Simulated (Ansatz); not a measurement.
# Effect of tensor shear ε_yz = −0.23 % on ZnSe

The reference is ZnSe in the zinc blende structure (space group F-43m, No. 216; a = 5.666 Å). Axes: x, y, z lie along the cube axes.

Perturbation: tensor shear ε_yz = −0.23 % (engineering shear γ = -0.0046); the atoms relax in the strained cell.

All numbers come from r2SCAN, PAW, 500 eV (Ansatz, a first-principles code; scalar-relativistic without spin-orbit coupling), earlier PAW set. Γ-centred 10×10×10 mesh, Fermi–Dirac width 0.05 eV.

The volume per atom remains 22.74 Å³ and the shortest interatomic distance is nearly the same (2.453 Å against 2.452 Å). The energy stays essentially unchanged and the pressure (mean of the normal stresses, compression positive) is still 0.00 GPa. The band gap falls by 0.01 eV, from 1.86 eV to 1.85 eV and the gap character is still direct at Γ. The electron mass stays 0.12 mₑ (at Γ) and the valence-band top at Γ (three highest levels, from the VBM) changes from 0.00, 0.00, 0.00 eV to 0.00, -0.01, -0.03 eV. The valley order (the lowest conduction-band minima on the path, energy above the VBM, named in the base's zone) becomes Γ 1.85 eV; L along [111] 3.02 eV; L along [1-11] 3.06 eV; X along [100] 3.32 eV (base: Γ 1.86 eV; L along ⟨111⟩ 3.05 eV; X along ⟨100⟩ 3.34 eV) and the stress (xx, yy, zz, yz, xz, xy; compression positive) comes out as (0.00, 0.00, 0.00, 0.19, 0.00, 0.00) GPa.

Effective masses come from finite differences of ±0.01 Å⁻¹. Whether these cells are dynamically stable was not tested. Labels are those of the standard path for the cell's own space group.
